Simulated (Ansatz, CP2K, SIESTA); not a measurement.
**Code comparison for Cd3Pt (P1, 4 atoms in the cell)**

Self-consistent single point, at a second geometry (atoms moved at random). First geometry:

```xyz
4
Lattice="-2.0760 2.0760 4.3157 2.0760 -2.0760 4.3157 2.0760 2.0760 -4.3157" Properties=species:S:1:pos:R:3 pbc="T T T"
Cd     0.0000     2.0760     2.1578
Cd     2.0760     0.0000     2.1578
Cd     0.0000     0.0000     4.3157
Pt     0.0000     0.0000     0.0000
```

Second geometry:
```
Cd3Pt
1.0
   -2.07600     2.07600     4.31568
    2.07600    -2.07600     4.31568
    2.07600     2.07600    -4.31568
Cd Pt
3 1
Cartesian
 -0.05693   2.09387   2.15448
  2.01237  -0.00031   2.20083
  0.08277   0.00023   4.28489
  0.03779  -0.01779  -0.00883
```

Shared settings, as Ansatz (a quantum-chemistry and plane-wave program) writes them: kpoints.mp_grid.grid = 9 9 9; scf.occupations.method = fermi_dirac; scf.occupations.width = 0.1 eV. Potentials and cutoffs stand in the table.

```csv
code,model,ΔF from the first geometry (meV/atom),pressure (GPa),largest force (eV/Å),cutoff
CP2K,"LDA (Pade form), GPW, DZVP-MOLOPT-SR-GTH basis, GTH-PADE potentials (GTH_POTENTIALS)",9.3,-12.31,0.478,grid 500 Ry
Ansatz,"LDA (PW92), PAW files made with PBE",8.9,-7.02,0.442,420 eV
SIESTA,"LDA PW92, numerical atomic orbitals DZP, PseudoDojo LDA standard norm-conserving potentials (rewritten from UPF to PSML)",13.1,-11.77,0.633,grid 350 Ry
```

Size of the force on each atom (eV/Å): Sizes of forces hide their directions.

```
code      Cd1    Cd2    Cd3    Pt4
------  -----  -----  -----  -----
CP2K    0.196  0.368  0.478  0.097
Ansatz  0.177  0.351  0.442  0.114
SIESTA  0.261  0.491  0.633  0.155
```

On Ansatz's run: spin-orbit coupling is off. Spin polarisation is off.

The spread over the programs that give each value: ΔF from the first geometry within 4.2 meV/atom; pressure within 5.29 GPa; largest force within 0.191 eV/Å.

CP2K and SIESTA use small atom-centred bases, whose incompleteness enters pressures, forces and empty levels differently from a plane-wave cutoff. Ansatz's pressure is given at a fixed set of plane waves, as the other plane-wave codes print theirs.

The starting cell comes from a database of computed structures (which also holds hypothetical and non-ambient phases and stackings), without a prior relaxation at this level. For this run, on top of that: atoms moved at random.

Keys are those of Ansatz 0.2.
